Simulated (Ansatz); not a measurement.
Levels about the gap of amorphous Si₂₄O₅₃Nb₂ (79 atoms in a cell of 1254 Å³, 2.26 g/cm³; zone centre alone, so wide bands show as single levels with stretches between that a denser mesh fills), at the geometry that PBE relaxed, where it gives 0.0 GPa on a denser mesh. The participation number counts the atoms over which a state spreads; weights are charges in smoothed Voronoi cells. The levels come from a single point, so bond lengths are those of that geometry. Method of the levels: PBE, scalar-relativistic without spin-orbit coupling (Ansatz, a program for electronic structure). Sampling: the zone centre alone; Fermi-Dirac width 0.02 eV; no spin polarisation. At PBE the levels at both edges of the gap are localised (band-tail or defect states), and the nearest spread-out levels lie 5.6 eV apart at the zone centre.

Preparation: random packing, a CHGNet melt and quench, and a DFT relaxation. O atoms were pushed apart under 1.9 Å during the dynamics, to hinder bonds among them. The hot cell started wider than the set density and was brought back towards it in steps. It is the lowest in DFT energy of 2 quenches. It is a model cell: composition and starting density were chosen by hand, and all elements were melted together. No dispersion term was used. Its density started from a set value of 2.40 and ended at 2.26 g/cm³. The quench (nominally 480 K/ps over its main leg) was far faster than any real one, so the model tends to hold more defects than a real film. One small periodic cell is one sample of the glass; other quenches scatter about these values. The volume was free in the relaxation, at fixed shape. Stress components on the final sampling reach 1.1 GPa.

```csv
"E - E(highest filled), eV",filling,participation number,largest on,weight O,weight Nb,weight Si
-0.75,filled,6.9,"O, 2 neighbours",0.96,0.01,0.04
-0.68,filled,4.0,"O, 2 neighbours",0.96,0.00,0.04
-0.65,filled,4.9,"O, 2 neighbours",0.93,0.04,0.04
-0.48,filled,5.7,"O, 1 neighbours",0.91,0.07,0.02
-0.35,filled,4.0,"O, 2 neighbours",0.95,0.02,0.03
-0.12,filled,2.9,"O, 1 neighbours",0.93,0.05,0.02
0.00,filled,3.1,"O, 1 neighbours",0.94,0.05,0.02
3.37,empty,2.5,"Nb, 6 neighbours",0.34,0.63,0.03
3.58,empty,2.5,"Nb, 6 neighbours",0.35,0.62,0.03
3.97,empty,2.7,"Nb, 6 neighbours",0.37,0.60,0.03
4.21,empty,2.4,"Nb, 5 neighbours",0.31,0.65,0.04
4.62,empty,64.2,"Nb, 5 neighbours",0.71,0.06,0.24
4.81,empty,3.2,"Nb, 5 neighbours",0.41,0.54,0.05
5.47,empty,3.3,"Nb, 5 neighbours",0.41,0.53,0.06
```

Most localised among these is the empty level at +4.21 eV, on a Nb atom, which has 5 neighbours (O 1.73 Å, O 1.88 Å, O 1.95 Å, O 2.10 Å, O 2.45 Å).
